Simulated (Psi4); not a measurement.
Psi4 1.11, PBE0/def2-svp: [OH+]=[Si], charge +1, multiplicity 1, 3 atoms. The geometry is a generated start, not checked to be a minimum at this level.

| Item | Result |
|---|---|
| task | energy |
| method | pbe0 |
| basis | def2-svp |
| memory | 3 GB |
| maxiter | 100 |
| keys of the molecule block | symmetry c1 |
| scf_type | df (default) |
| e_convergence | 1e-06 (default) |
| d_convergence | 1e-06 (default) |
| dft_radial_points | 75 (default) |
| dft_spherical_points | 302 (default) |
| basis functions | 37 |
| grid points | 64788 |

```xyz
3

O     -0.1873     0.0001    -0.0011
Si     1.3409     0.0221     0.0091
H     -1.1536    -0.0223    -0.0080
```

Charge 1 and multiplicity 1 are set for this test and not shown to be the ground state.

With the defaults (damping_percentage = 0, diis = true, scf_initial_accelerator = adiis, guess = auto, which took SAD, diis_max_vecs = 10, soscf = false, soscf_start_convergence = 0.01) it converges in 7 SCF iterations. One run each on 2 threads, with these changes:
- diis_max_vecs = 6
- damping_percentage = 60, diis = false, scf_initial_accelerator = none
- guess = sap
- guess = modhuckel
- damping_percentage = 60
- diis_max_vecs = 3
- guess = huckel
- guess = sapgau
- soscf = true, soscf_start_convergence = 0.1

Problem. Which of these changes keep the SCF from converging, or lead it to another solution?

Solution. No convergence: damping_percentage = 60; damping_percentage = 60, diis = false, scf_initial_accelerator = none (the run ends without SCF convergence in 100 iterations). The rest reach the solution of the defaults.

```json
[
 {"setting": "soscf = true, soscf_start_convergence = 0.1", "SCF iterations": "5", "JK calls": "16", "end": "same solution"},
 {"setting": "the defaults", "SCF iterations": "7", "JK calls": "8", "end": "same solution"},
 {"setting": "diis_max_vecs = 6", "SCF iterations": "7", "JK calls": "8", "end": "same solution"},
 {"setting": "guess = huckel", "SCF iterations": "8", "JK calls": "24", "end": "same solution"},
 {"setting": "guess = modhuckel", "SCF iterations": "8", "JK calls": "24", "end": "same solution"},
 {"setting": "diis_max_vecs = 3", "SCF iterations": "8", "JK calls": "9", "end": "same solution"},
 {"setting": "guess = sapgau", "SCF iterations": "9", "JK calls": "9", "end": "same solution"},
 {"setting": "guess = sap", "SCF iterations": "9", "JK calls": "9", "end": "same solution"},
 {"setting": "damping_percentage = 60", "SCF iterations": "100", "JK calls": "101", "end": "no convergence"},
 {"setting": "damping_percentage = 60, diis = false, scf_initial_accelerator = none", "SCF iterations": "100", "JK calls": "101", "end": "no convergence"}
]
```

An SOSCF iteration holds several JK calls; a Hückel guess adds calls on atoms.
